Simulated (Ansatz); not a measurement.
CdSe (P6_3mc) under hydrostatic pressure (compression positive): hole mass along x by PBE with spin-orbit coupling, rigid bands (plane waves, PAW; Ansatz, a first-principles code). The unloaded cell, whose axes the loads refer to:

```cif
data_Cd2Se2
_chemical_formula_sum 'Cd2 Se2'
_space_group_name_H-M_alt 'P 1'
_space_group_IT_number 1
_cell_length_a 4.30156
_cell_length_b 4.30156
_cell_length_c 7.02198
_cell_angle_alpha 90.000
_cell_angle_beta 90.000
_cell_angle_gamma 120.000
loop_
_space_group_symop_operation_xyz
  'x, y, z'
loop_
_atom_site_label
_atom_site_type_symbol
_atom_site_fract_x
_atom_site_fract_y
_atom_site_fract_z
_atom_site_occupancy
Cd1 Cd 0.33333 0.66667 0.99967 1
Cd2 Cd 0.66667 0.33333 0.49967 1
Se1 Se 0.33333 0.66667 0.37533 1
Se2 Se 0.66667 0.33333 0.87533 1
```

```tsv
hydrostatic pressure (compression positive) (GPa)	volume per atom (Å³)	hole mass along x (mₑ)
-2.1	29.43	?
0	28.13	0.881
0.7	27.77	0.858
1.4	27.43	0.832
2.8	26.81	0.791
4.2	26.26	0.748
```

Task: Fit a straight line to ln(hole mass along x) against the load over the rows given, and predict the row at -2.1 GPa.

Result: The means are x̄ = 1.820 GPa and ȳ = -0.1977; Σ(x − x̄)(y − ȳ) = -0.4414 and Σ(x − x̄)² = 11.37, so the slope is -3.88 % per GPa, and the rows given lie within 0.25 % of the line. At -2.1 GPa the line gives 0.956 mₑ; the calculation gives 0.975 mₑ, 2.0 % from it.

Masses are for dilute carriers at 300 K, harmonic means over directions unless an axis is named. Stresses and pressures are the targets of the relaxation. The structure type is held at every load. Geometry: cell and atoms relaxed with PBEsol.
